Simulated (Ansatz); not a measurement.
## SiC: energy against strain

SiC (wurtzite, P6_3mc, 10.340 Å³/atom at rest, c along z) under a strain ε along c (axis z), the other axes held. PBEsol in Ansatz, a plane-wave DFT program (PAW, default set), 420 eV, 12×12×7 Γ-centred mesh, Fermi-Dirac smearing 0.05 eV; ions are relaxed within the symmetry of each cell.

Here s stands for strain and y for E less E0.

| strain (%) | E less E0 (meV/atom) |
|---|---|
| -3.00 | ? |
| -1.20 | 2.57 |
| -0.60 | 0.64 |
| 0.00 | 0.00 |
| 0.60 | 0.63 |
| 1.20 | 2.49 |

Fit y of the 5 rows that show it with a parabola. Least squares gives y = 0.002 - 0.0283·s + 1.7560·s². Residuals (row less fit): 0.005, -0.011, -0.002, 0.013, -0.007; standard error 0.014 (degrees of freedom: 2). Twice the quadratic coefficient over the volume, 2 × 1.7560 meV × 10⁴ × 0.1602 / 10.340 Å³, is the elastic constant C33 = 544 ± 3 GPa.

### Question
What does the fit predict for y at s = -3.00, and how far is the calculated value from it?

### Answer
y = 0.002 - 0.0283 × (-3.0) + 1.7560 × (-3.0)² = 15.891 meV/atom. The calculation gives 16.37 meV/atom, 0.479 meV/atom above the prediction (2.9 % of the range of y in the table). The row lies outside the fitted rows, so this is an extrapolation. From the scatter of the fitted rows alone, a prediction at this place has a standard error of 0.087 meV/atom, so the miss is 5.5 times that.

One order more, fitted to all 11 runs of the series, follows each within 0.01, so the miss is the next term of a smooth law. SiC is here the rare 2H polytype. Rows are the converged runs of the series near zero and its far end; series whose fitted rows scatter by over a few per cent of the range, as at a crossing or softening among them, aren't shown in this form. Most that stay on the fit to the last digits aren't either.
